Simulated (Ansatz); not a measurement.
Here is the system:

```xyz
3
Lattice="3.5836 0.0000 0.0000 -1.7918 3.1035 0.0000 0.0000 0.0000 4.5637" Properties=species:S:1:pos:R:3 pbc="T T T"
Pt     0.0000     0.0000     0.0000
S      1.7918     1.0345     1.2020
S      0.0000     2.0690     3.3616
```

No spin polarisation.

All numbers come from PBE-D3(BJ), PAW, 420 eV (Ansatz, a program for electronic structure; scalar-relativistic without spin-orbit coupling). Γ-centred 15×15×10 mesh, Fermi–Dirac width 0.05 eV.

**Question.** Predict the band gap, pressure and space group.

**Answer.** 
- Band gap: zero
- Pressure (mean of the normal stresses, compression positive): 0.8 GPa
- Space group: P-3m1 (No. 164)

With Pt present, leaving out spin-orbit coupling can change the band edges. The cells carry an imposed strain or load. Stability against distortions was not tested. The final runs are not spin-polarised. The cell was made from PtS₂ in the CdI2 type structure (space group P-3m1, No. 164; layered, stacked along the Cartesian z axis) by this change: uniaxial strain ε_zz = −2.00 %. A zero or small gap of PtS2 can be the functional's error rather than a property of the material.
